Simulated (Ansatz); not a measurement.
Consider NaI in the CsCl type structure (space group Pm-3m, No. 221; a = 4.0620 Å; a hypothetical phase, not in the database extracts checked). Axes: x, y, z lie along the cube axes.

(Cell as relaxed with PBE.)

Levels (all Ansatz, a quantum-chemistry and plane-wave program, PAW): PBE (420 eV, no spin-orbit coupling); r2SCAN (500 eV, no spin-orbit coupling).

Each level relaxes its own structure.

```tsv
base	PBE	r2SCAN
volume per atom	33.51 Å³	32.96 Å³
lattice parameter a	4.062 Å	4.040 Å
band gap	2.28 eV	3.06 eV
```

Modification: tensile biaxial strain of 1.23 % in the plane normal to [001], as in epitaxy on a mismatched substrate; the out-of-plane cell vector and the atoms relax.

```json
[
 {"quantity": "band gap", "PBE": "2.19 eV", "r2SCAN": "___"},
 {"quantity": "hole mass", "PBE": "0.32 mₑ out of plane, 2.9 mₑ in plane (at M)", "r2SCAN": "___"},
 {"quantity": "volume per atom", "PBE": "34.33 Å³", "r2SCAN": "___"},
 {"quantity": "smallest direct gap", "PBE": "2.77 eV", "r2SCAN": "___"}
]
```

Q: What does r2SCAN give?

A: 
- band gap, r2SCAN: 2.96 eV
- hole mass, r2SCAN: 0.31 mₑ out of plane, 2.7 mₑ in plane (at M)
- volume per atom, r2SCAN: 33.78 Å³
- smallest direct gap, r2SCAN: 3.31 eV

PBE's band gap lies 0.77 eV below r2SCAN's; PBE's volume per atom lies 0.55 Å³ above r2SCAN's (1.6 %); PBE's smallest direct gap lies 0.54 eV below r2SCAN's. Neither level is exact; r2SCAN is the comparison here, not a measurement.

Spin-orbit coupling, missing from the scalar runs, can matter with I. Effective masses come from finite differences of ±0.01 Å⁻¹. Whether these cells are dynamically stable was not tested.
